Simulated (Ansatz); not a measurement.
Start from InSb in the zinc blende structure (space group F-43m, No. 216; a = 6.5573 Å). Axes: x, y, z lie along the cube axes.

Computed with plane-wave PAW DFT at the r2SCAN level (Ansatz, a first-principles code, 500 eV), scalar-relativistic without spin-orbit coupling, earlier PAW set.

For the base:

- Pressure: 0.0 GPa
- Valley order: Γ 0.02 eV; L along ⟨111⟩ 0.77 eV; a point along ⟨100⟩, about 0.8 Å⁻¹ from Γ 1.48 eV
- Shortest interatomic distance: 2.839 Å

Perturbation: tensor shear ε_xy = −0.85 % (engineering shear γ = -0.0170), atoms relaxed at fixed cell.

Question: How does this affect the pressure, energy relative to the base, valley order and shortest interatomic distance?

Answer: The pressure (mean of the normal stresses, compression positive) is still 0.0 GPa; the energy increases by 0.9 meV/atom; the valley order (the lowest conduction-band minima on the path, energy above the VBM, named in the base's zone) changes from Γ 0.02 eV; L along ⟨111⟩ 0.77 eV; a point along ⟨100⟩, about 0.8 Å⁻¹ from Γ 1.48 eV to Γ 0.01 eV; L along [111] 0.65 eV; L along [1-1-1] 0.80 eV; a point along [001], about 0.8 Å⁻¹ from Γ 1.40 eV; the shortest interatomic distance shrinks by 0.0055 Å (2.839 Å → 2.834 Å).

Spin-orbit coupling, missing from the scalar runs, can matter with Sb. The cells carry an imposed strain or load. No phonon test of stability was made. All final runs are without spin polarisation.
